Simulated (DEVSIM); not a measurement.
## Schottky contact on n-type InP

System: Schottky contact on n-type InP, at 350 K.

```tsv
layer (left to right)	material	thickness (μm)	Nd (cm⁻³)	τn (s)	τp (s)
1	InP	14.0	1e15	7.1e-9	7.1e-9
```

Left contact: Schottky, work function 5.41 eV, emission velocity 2e6 cm/s. Right contact: ohmic. Voltage is applied to the left contact. Recombination: SRH at mid-gap. Mobility is constant in doping.

This is a model device: material constants are rounded textbook-type values typed into the input, and sizes, dopings and lifetimes were drawn at random. Values at 300 K; Nc and Nv go as T^1.5, mobilities as T to minus their exponent, the gap by Varshni's rule with the affinity fixed.

| parameter | InP |
|---|---|
| gap (eV) | 1.344 |
| affinity (eV) | 4.38 |
| permittivity | 12.5 |
| Nc (cm⁻³) | 5.7e17 |
| Nv (cm⁻³) | 1.1e19 |
| μn (cm²/Vs) | 5200 |
| μp (cm²/Vs) | 170 |
| T exponent of μn | 2 |
| T exponent of μp | 2 |
| Varshni α (eV/K) | 0.000363 |
| Varshni β (K) | 162 |

DEVSIM, 1D drift-diffusion, Boltzmann statistics, complete ionisation; no tunnelling, impact ionisation, image-force lowering or self-heating. Metal contacts follow the ideal Schottky-Mott rule: no Fermi-level pinning, no interface dipoles.

```
Property                                            Value
---------------------------------------------  ----------
Potential step across the device at zero bias     0.832 V
Largest field in the device at zero bias       15000 V/cm
Dark forward voltage at 1 A/cm²                   0.662 V
Dark forward voltage at 100 A/cm²                 1.020 V
```

Dark reverse current:

```json
[
 {"V (V)": "-0.40", "J (A/cm²)": "-3.4e-7"},
 {"V (V)": "-1.00", "J (A/cm²)": "-6.7e-7"},
 {"V (V)": "-2.00", "J (A/cm²)": "-1.1e-6"},
 {"V (V)": "-3.00", "J (A/cm²)": "-1.4e-6"},
 {"V (V)": "-4.00", "J (A/cm²)": "-1.7e-6"},
 {"V (V)": "-6.00", "J (A/cm²)": "-2.2e-6"},
 {"V (V)": "-8.00", "J (A/cm²)": "-2.6e-6"},
 {"V (V)": "-10.00", "J (A/cm²)": "-3.0e-6"},
 {"V (V)": "-13.00", "J (A/cm²)": "-3.5e-6"},
 {"V (V)": "-16.00", "J (A/cm²)": "-4.0e-6"},
 {"V (V)": "-20.00", "J (A/cm²)": "-4.5e-6"}
]
```

Small-signal capacitance in reverse bias (quasi-static):

```
V (V)  C (nF/cm²)
-----  ----------
-0.4         8.51
-1           6.97
-2           5.60
-3           4.82
-4           4.29
-6           3.60
-8           3.17
-10          2.86
-13          2.53
-16          2.30
-20          2.06
```
